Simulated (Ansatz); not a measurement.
Take CaF₂ in the fluorite structure (space group Fm-3m, No. 225; a = 5.511 Å) as the base.

(Cell as relaxed with PBE.)

Levels (all Ansatz, an electronic-structure program, PAW): PBE (420 eV, no SOC); r2SCAN (500 eV, no spin-orbit coupling).

Each level relaxes its own structure.

| base | PBE | r2SCAN |
|---|---|---|
| volume per atom | 13.95 Å³ | 13.41 Å³ |
| lattice parameter a | 5.511 Å | 5.439 Å |
| band gap | 7.14 eV | 8.03 eV |

One thing is altered: a hydrostatic pressure of 1.8 GPa.

| quantity | PBE | r2SCAN |
|---|---|---|
| valley order (the lowest conduction-band minima on the path, energy above the VBM, named in the base's zone) | Γ 7.27 eV; X along ⟨100⟩ 8.11 eV | (withheld) |
| mean gap deformation potential ΔEg/Δln V | -5.9 eV | (withheld) |
| smallest direct gap | 7.53 eV | (withheld) |

Question: Predict the r2SCAN column.

Answer: 
- valley order (the lowest conduction-band minima on the path, energy above the VBM, named in the base's zone), r2SCAN: Γ 8.15 eV; X along ⟨100⟩ 8.84 eV
- mean gap deformation potential ΔEg/Δln V, r2SCAN: -6.0 eV
- smallest direct gap, r2SCAN: 8.41 eV

Both order the valleys alike; PBE's smallest direct gap lies 0.887 eV below r2SCAN's. Neither level is exact; r2SCAN is the comparison here, not a measurement.

Load acts through the strain it causes; cell and atoms are relaxed under it. No phonon test of stability was made.
